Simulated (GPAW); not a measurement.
A self-consistent single point of YMg6Al (P1, 8 atoms in the cell) with GPAW.

Method of the run: PBEsol, GPAW PAW datasets PBEsol (made by gpaw-setup) (plane waves; GPAW).

The change in words: atoms moved at random. Reference geometry:
```
CELL_PARAMETERS angstrom
      5.01794     0.00000     0.00000
      0.00000     3.29184     5.66129
      0.00000    -3.29184     5.66129
ATOMIC_POSITIONS crystal
  Y  0.00000 0.67401 0.67401
  Mg 0.50000 0.32292 0.83828
  Mg 0.50000 0.83828 0.32292
  Mg 0.50000 0.33255 0.33255
  Mg 0.00000 0.16159 0.67523
  Mg 0.00000 0.67523 0.16159
  Mg 0.00000 0.16450 0.16450
  Al 0.50000 0.83091 0.83091
```

Reference input (self-consistent single point, DFT PBEsol, plane waves, GPAW PAW datasets PBEsol (made by gpaw-setup)): mode = pw; ecut = 800 eV; xc = PBEsol; kpts = 4 3 3; mesh shift (steps) = 0 0 0; occupations.name = methfessel-paxton; occupations.width = 0.1 eV; occupations.order = 0; nbands = -12; symmetry.symmorphic = false; symmetry.tolerance = 0.0005; maxiter = 100. This run's input differs from it in these lines:

```diff
@@ -8,10 +8,10 @@
                     [0.000000, -3.291840, 5.661295]],
-              positions=[[0.000000, 0.000000, 7.631539],
-                         [2.508970, -1.696483, 6.573896],
-                         [2.508970, 1.696483, 6.573896],
-                         [2.508970, 0.000000, 3.765327],
-                         [0.000000, -1.690821, 4.737485],
-                         [0.000000, 1.690821, 4.737485],
-                         [0.000000, 0.000000, 1.862566],
-                         [2.508970, 0.000000, 9.408053]],
+              positions=[[0.000878, 0.011643, 7.568466],
+                         [2.570721, -1.717218, 6.567017],
+                         [2.453416, 1.670372, 6.536078],
+                         [2.537121, 0.052620, 3.718457],
+                         [-0.031337, -1.665164, 4.765848],
+                         [-0.009203, 1.670895, 4.796368],
+                         [0.051063, -0.030594, 1.970833],
+                         [2.463221, 0.007436, 9.367173]],
               pbc=True)
```

The program printed (abridged):

```
     iter     time        total  log10-change:
                         energy   eigst   dens
iter:   1 --:--:--   -20.451808
iter:   2 --:--:--   -20.474227   -0.40  -1.44
iter:   3 --:--:--   -20.271562   -1.26  -1.47
iter:   4 --:--:--   -20.252394   -2.14  -1.66
iter:   5 --:--:--   -20.241761c  -2.00  -1.75
iter:   6 --:--:--   -20.240276c  -2.97  -2.25
iter:   7 --:--:--   -20.223737c  -3.50  -2.23
iter:   8 --:--:--   -20.220532c  -3.79  -2.51
iter:   9 --:--:--   -20.214784c  -3.62  -2.71
   [... 3 lines left out ...]
iter:  13 --:--:--   -20.214804c  -5.76  -3.52
iter:  14 --:--:--   -20.214784c  -6.17  -3.72
iter:  15 --:--:--   -20.214767c  -6.28  -3.87
iter:  16 --:--:--   -20.214756c  -7.32  -3.99
iter:  17 --:--:--   -20.214747c  -7.75c -4.11c
Converged after 17 iterations.

Dipole moment: (-0.185453, -0.159126, 0.992716) |e|*Ang

Energy contributions relative to reference atoms: (reference = -131253.678438)

Kinetic:         -6.158638
Potential:      +15.473380
External:        +0.000000
XC:             -29.074990
Entropy (-ST):   -0.026583
Local:           -0.441207
SIC:             +0.000000
--------------------------
Free energy:    -20.228039
Extrapolated:   -20.214747

Showing only first 2 kpts
 Kpt  Band  Eigenvalues  Occupancy
  0    35      2.93930    2.00000
  0    36      3.60447    2.00000
  0    37      4.43987    0.00059
  0    38      4.85995    0.00000

  1    35      4.10007    1.82876
  1    36      4.11295    1.76445
  1    37      4.61223    0.00000
  1    38      4.67318    0.00000

Fermi level: 4.19682

No gap
   [... lines left out ...]
  2 Mg    0.26085    0.11603    0.01608
  3 Mg   -0.04429   -0.07820    0.15521
  4 Mg    0.16754   -0.20282   -0.17824
  5 Mg   -0.03977    0.25427   -0.30219
  6 Mg   -0.12253    0.12096   -0.23071
  7 Al    0.11063    0.01596    0.09006

Stress tensor:
     0.005101    -0.001282    -0.000853
    -0.001282     0.003920     0.000293
    -0.000853     0.000293     0.005862
Stress (GPa, Voigt): [ 0.8172  0.6281  0.9392  0.047  -0.1367 -0.2055]
```

The run converged in 17 iterations. GPAW prints stress with tension positive. Against the reference run the free energy rises by 9.7 meV/atom, the pressure stays near -0.79 GPa while the xx stress (positive for compression) goes from -1.12 to -0.82 GPa and the largest force goes from 0.059 to 0.572 eV/Å.

The starting cell comes from a database of computed structures (which also holds hypothetical and non-ambient phases and stackings), without a prior relaxation at this level. For this run, on top of that: atoms moved at random.

Cost on one core of a shared machine: roughly 2 min.
